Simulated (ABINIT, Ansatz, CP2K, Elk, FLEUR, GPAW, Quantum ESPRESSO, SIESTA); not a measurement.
# CaGaSiH (P3m1, 4 atoms in the cell) computed with different codes at matched settings

Self-consistent single point.

```
CaGaSiH
1.0
    4.09110     0.00000     0.00000
   -2.04555     3.54300     0.00000
    0.00000     0.00000     4.76280
Ca Ga Si H
1 1 1 1
Direct
  0.00000   0.00000   0.00000
  0.66667   0.33333   0.55680
  0.33333   0.66667   0.43370
  0.66667   0.33333   0.92500
```

Shared settings, as Ansatz (a first-principles code) writes them: kpoints.mp_grid.grid = 6 6 5; scf.occupations.method = fermi_dirac; scf.occupations.width = 0.02 eV. Potentials and cutoffs stand in the table.

```
code                                                                                                                                 model  pressure (GPa)  largest force (eV/Å)  gap on the mesh (eV)           cutoff
----------------  ------------------------------------------------------------------------------------------------------------------------  --------------  --------------------  --------------------  ---------------
Quantum ESPRESSO                                                                       LDA (PZ), GBRV 1.5 ultrasoft (LDA) pseudopotentials           -4.55                 0.035                 0.361            50 Ry
Elk                                                    LDA (PW92), all-electron FP-LAPW, Elk's shipped species files, default APW+lo basis               –                     –                 0.386         rgkmax 7
FLEUR                                                         LDA (Perdew-Zunger), all-electron FLAPW (FLEUR), scalar-relativistic valence               –                     –                 0.358  Kmax 4.7 1/bohr
Ansatz                                                                                                 LDA (PW92), PAW files made with PBE           -4.50                 0.039                 0.359          default
SIESTA            LDA PW92, numerical atomic orbitals DZP, PseudoDojo LDA standard norm-conserving potentials (rewritten from UPF to PSML)            1.07                 0.121                 0.471      grid 400 Ry
ABINIT                                                                                                  LDA (PW92), PAW (JTH v2.0 LDA PAW)           -4.49                 0.040                 0.366            60 Ry
CP2K                                                  LDA (Pade form), GPW, DZVP-MOLOPT-SR-GTH basis, GTH-PADE potentials (GTH_POTENTIALS)           -4.23                 0.182                 0.292      grid 600 Ry
GPAW                                                                         LDA (Perdew-Wang 92), GPAW PAW datasets LDA (gpaw-data 1.0.1)           -3.24                 0.175                 0.378           850 eV
```

Size of the force on each atom (eV/Å): Sizes of forces hide their directions.

| code | Ca1 | Ga2 | Si3 | H4 |
|---|---|---|---|---|
| Quantum ESPRESSO | 0.035 | 0.014 | 0.034 | 0.012 |
| Ansatz | 0.037 | 0.023 | 0.039 | 0.025 |
| SIESTA | 0.002 | 0.007 | 0.109 | 0.121 |
| ABINIT | 0.036 | 0.019 | 0.040 | 0.024 |
| CP2K | 0.067 | 0.182 | 0.001 | 0.112 |
| GPAW | 0.026 | 0.109 | 0.039 | 0.175 |

A dash marks a value that a program does not give, or that is left out as unsure.

Gaps are read on the mesh.

The spread over the programs that give each value: pressure within 5.62 GPa; largest force within 0.147 eV/Å; gap on the mesh within 0.179 eV.

SIESTA and CP2K use small atom-centred bases, whose incompleteness enters pressures, forces and empty levels differently from a plane-wave cutoff. Elk and FLEUR treat all electrons, but the usual bases taken here (sphere radii, linearisation, local orbitals, empty states) were not tested for convergence, so the values are no reference for the others. Ansatz's pressure is given at a fixed set of plane waves, as the other plane-wave codes print theirs. The same LDA comes in different parametrisations, which differ slightly. In the pressure, SIESTA (by 5.57) and GPAW (by 1.26) lie more than 1 GPa from the median of the plane-wave programs. In the force vectors, SIESTA (by 0.103), CP2K (by 0.166) and GPAW (by 0.193) lie more than 0.08 eV/Å from the median of the plane-wave programs.

The starting cell comes from a database of computed structures (which also holds hypothetical and non-ambient phases and stackings), without a prior relaxation at this level.

Keys are those of Ansatz 0.2.
